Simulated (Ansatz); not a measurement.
The starting structures come from a database of crystals and need not be the phases stable at ambient conditions.

Inside the gap of an insulator the Bloch states are evanescent, with a wavenumber k + iκ along the transport direction.

Input:

```
CELL_PARAMETERS angstrom
      3.91069     0.00000     0.00000
      1.95535    14.22663     0.00000
      0.00000     0.53750     3.87358
ATOMIC_POSITIONS crystal
  Sr 0.56850 0.86300 0.56850
  Sr 0.43150 0.13700 0.43150
  Sr 0.29760 0.40480 0.29760
  Sr 0.70240 0.59520 0.70240
  Ti 0.00000 0.00000 0.00000
  Ti 0.85990 0.28020 0.85990
  Ti 0.14010 0.71980 0.14010
  O  0.63890 0.72220 0.13890
  O  0.36110 0.27780 0.86110
  O  0.13890 0.72220 0.63890
  O  0.86110 0.27780 0.36110
  O  0.79060 0.41880 0.79060
  O  0.20940 0.58120 0.20940
  O  0.00000 0.00000 0.50000
  O  0.50000 0.00000 0.00000
  O  0.06950 0.86100 0.06950
  O  0.93050 0.13900 0.93050
```

The cell is taken as given; by r2SCAN it stands under a pressure of -0.8 GPa.

Transport runs along the normal of the first two printed cell vectors, the (101) plane of the conventional cell.

The gap is the functional's own. No spin-orbit coupling. Mid-gap values are those at the computed energy nearest the middle.

**Question.** Compute, with r2SCAN (Ansatz, a program for electronic structure), the band gap and the smallest decay constant κ at mid-gap.

**Answer.** Gap 2.27 eV on a 8×8×8 mesh; κ = 0.269 1/Å, at the zone centre.
